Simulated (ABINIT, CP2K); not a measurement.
A CP2K input for a self-consistent single point of InAs (F-43m, 2 atoms in the cell) (DFT PBE, GPW, DZVP-MOLOPT-SR-GTH basis, GTH-PBE potentials (GTH_POTENTIALS)):

```
&GLOBAL
  PROJECT calc
  RUN_TYPE ENERGY_FORCE
  PRINT_LEVEL LOW
&END GLOBAL
&FORCE_EVAL
  METHOD Quickstep
  STRESS_TENSOR ANALYTICAL
  &DFT
    BASIS_SET_FILE_NAME BASIS_MOLOPT
    POTENTIAL_FILE_NAME GTH_POTENTIALS
    &QS
      METHOD GPW
      EPS_DEFAULT 1E-10
    &END QS
    &MGRID
      CUTOFF 500
      REL_CUTOFF 40
      NGRIDS 5
    &END MGRID
    &SCF
      SCF_GUESS ATOMIC
      EPS_SCF 1E-7
      MAX_SCF 100
      ADDED_MOS 4
      &DIAGONALIZATION
        ALGORITHM STANDARD
      &END DIAGONALIZATION
      &MIXING
        METHOD BROYDEN_MIXING
        ALPHA 0.3
        NBUFFER 10
        BETA 1
      &END MIXING
      &SMEAR ON
        METHOD FERMI_DIRAC
        ELECTRONIC_TEMPERATURE [K] 580.23
      &END SMEAR
    &END SCF
    &KPOINTS
      SCHEME MONKHORST-PACK 9 9 9
    &END KPOINTS
    &XC
      &XC_FUNCTIONAL PBE
      &END XC_FUNCTIONAL
    &END XC
    &PRINT
      &MO
        EIGENVALUES T
        OCCUPATION_NUMBERS T
        NDIGITS 8
        FILENAME mo
        &EACH
          QS_SCF 0
        &END EACH
        ADD_LAST NUMERIC
      &END MO
      &MULLIKEN OFF
      &END MULLIKEN
    &END PRINT
  &END DFT
  &SUBSYS
    &CELL
      A 4.28506700 0.00000000 0.00000000
      B 2.14253400 3.71097700 0.00000000
      C 2.14253400 1.23699200 3.49874300
      PERIODIC XYZ
    &END CELL
    &COORD
      SCALED
      In       0.00000000     0.00000000     0.00000000
      As       0.25000000     0.25000000     0.25000000
    &END COORD
    &KIND In
      BASIS_SET DZVP-MOLOPT-SR-GTH-q13
      POTENTIAL GTH-PBE-q13
    &END KIND
    &KIND As
      BASIS_SET DZVP-MOLOPT-SR-GTH-q5
      POTENTIAL GTH-PBE-q5
    &END KIND
  &END SUBSYS
  &PRINT
    &FORCES ON
    &END FORCES
    &STRESS_TENSOR ON
    &END STRESS_TENSOR
  &END PRINT
&END FORCE_EVAL
```

Question: Write the same calculation as an input for ABINIT.

Answer: One input that does it (others would too):

```
# InAs, PseudoDojo nc-sr-05 PBE standard
pp_dirpath "./"
pseudos "In.upf, As.upf"
acell 4.2850670940 4.2850670940 4.2850670940 Angstrom
rprim
         0.0000000000    0.7071067812    0.7071067812
         0.7071067812    0.0000000000    0.7071067812
         0.7071067812    0.7071067812    0.0000000000
natom 2
ntypat 2
znucl 49 33
typat 1 2
xred
         0.0000000000    0.0000000000    0.0000000000
         0.2500000000    0.2500000000    0.2500000000
ecut 42
ixc 11
occopt 3
tsmear 0.00183747
nband 19
kptopt 1
ngkpt 9 9 9
nshiftk 1
shiftk 0 0 0
nstep 60
tolvrs 1.0e-11
prtwf 0
prtden 0
prtvol 1
```

Basis, cutoffs, solver keys and any potentials are the target program's own. This input uses DFT, PBE, plane waves, norm-conserving pseudopotentials (PseudoDojo nc-sr-05 PBE standard). Both were run: pressure 4.24 GPa in CP2K and 3.56 in ABINIT.

On CP2K: the starting cell has typed, rounded lattice constants, without a prior relaxation at this level. Values carry the incompleteness of an atom-centred basis. With a pressure of about 4 GPa the cell is away from its equilibrium volume at this level. The run gives no clean gap (levels at the Fermi energy touch, overlap or are partly filled at this smearing), which alone does not show that the compound is a metal.

On ABINIT: the starting cell has typed, rounded lattice constants, without a prior relaxation at this level. With a pressure of about 4 GPa the cell is away from its equilibrium volume at this level. The run gives no clean gap (levels at the Fermi energy touch, overlap or are partly filled at this smearing), which alone does not show that the compound is a metal.
